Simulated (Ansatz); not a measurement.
Take CdTe in the zinc blende structure (space group F-43m, No. 216; a = 6.409 Å) as the base. Axes: x, y, z lie along the cube axes.

Method: LDA (Ansatz, an electronic-structure program, PAW, without spin-orbit coupling).

Base values:

- Valley order = Γ 0.61 eV; L along ⟨111⟩ 1.68 eV
- Shortest interatomic distance = 2.775 Å

It is then changed as follows: biaxial strain −3.00 %, plane normal [001], relaxed out of plane (Cartesian); in-plane vectors clamped, the third vector and the atoms free.

**Question.** How does this affect the valley order and shortest interatomic distance?

**Answer.** The valley order (the lowest conduction-band minima on the path, energy above the VBM, named in the base's zone) changes from Γ 0.61 eV; L along ⟨111⟩ 1.68 eV to Γ 0.57 eV; L along [111] 1.56 eV; the shortest interatomic distance falls by 0.017 Å to 2.758 Å.

Spin-orbit coupling, missing from the scalar runs, can matter with Te. The levels and masses belong to the bands next to the band gap. No phonon test of stability was made.
